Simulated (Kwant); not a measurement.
Kwant, Hückel tight-binding model, one pz orbital an atom, one spin, coherent transport at 0 K. Conductance is in e²/h.

System: π system c1ccc2c(c1)oc1ccccc12 between two chain leads. The π system is taken as planar. Atoms are numbered from 0 in the order of the SMILES. Site energies (eV, carbon 0): [0.0, 0.0, 0.0, 0.0, 0.0, 0.0, -5.4, 0.0, 0.0, 0.0, 0.0, 0.0, 0.0]. Bonds (i, j, β in eV): (0,1,-2.7) (1,2,-2.7) (2,3,-2.7) (3,4,-2.7) (4,5,-2.7) (4,6,-2.16) (6,7,-2.16) (7,8,-2.7) (8,9,-2.7) (9,10,-2.7) (10,11,-2.7) (11,12,-2.7) (5,0,-2.7) (12,7,-2.7) (12,3,-2.7). Leads: chains of hopping −4.1 eV, joined by −0.81 eV to atoms 0 and 5.

Site energies and bond integrals are typed Hückel values.

Sweep values stay those of the base run.

One input was changed, with this effect: transmission at E = 0 0.0040 → 4.2e-6.

Task: Which change was it?
(A) contacts moved from atoms [0, 5] to [0, 10]
(B) contacts moved from atoms [0, 5] to [2, 5]
(C) contacts moved from atoms [0, 5] to [1, 8]
(D) contacts moved from atoms [0, 5] to [0, 11]
(E) contacts moved from atoms [0, 5] to [1, 2]
(F) contacts moved from atoms [0, 5] to [0, 2]

Result: F, contacts moved from atoms [0, 5] to [0, 2]
